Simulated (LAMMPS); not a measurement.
Pressure dependence of GaN (wurtzite) at 1620 K, from the crystal.

All values are model results, not measurements: classical MD, pair style tersoff, file GaN.tersoff (LAMMPS).

| P (GPa) | state | volume | coordination number of Ga by N |
|---|---|---|---|
| 0 | crystal; no diffusion seen in 30 ps | 11.477 ± 0.002 Å³/atom | 4.00 (counted to 2.74 Å) |
| 2 | crystal; no diffusion seen in 30 ps | 11.351 ± 0.001 Å³/atom | 4.00 (counted to 2.70 Å) |
| 5 | crystal; no diffusion seen in 30 ps | 11.175 ± 0.001 Å³/atom | 4.00 (counted to 2.78 Å) |

Caution (rows 2; 5): a run this short can hold a crystal over, or a liquid under, the potential's own melting point, which these runs don't give.

Estimate the isothermal bulk modulus at zero pressure. A parabola P(ln V) through the three points gives −dP/d ln V = 170 GPa at zero pressure.

States go by the mean squared displacement: a species diffuses where it passes 1.5 Å², still rises and gives D over 1e-6 cm²/s; a crystal has left its structure where atoms lie 0.35 Å off their sites on average or a cubic box changes its shape by 3 %, or the axial ratios of another lie 8 % off the starting cell's, which the potential's own relaxation can also do.

The ± values are statistical; the model's systematic error is not in them.
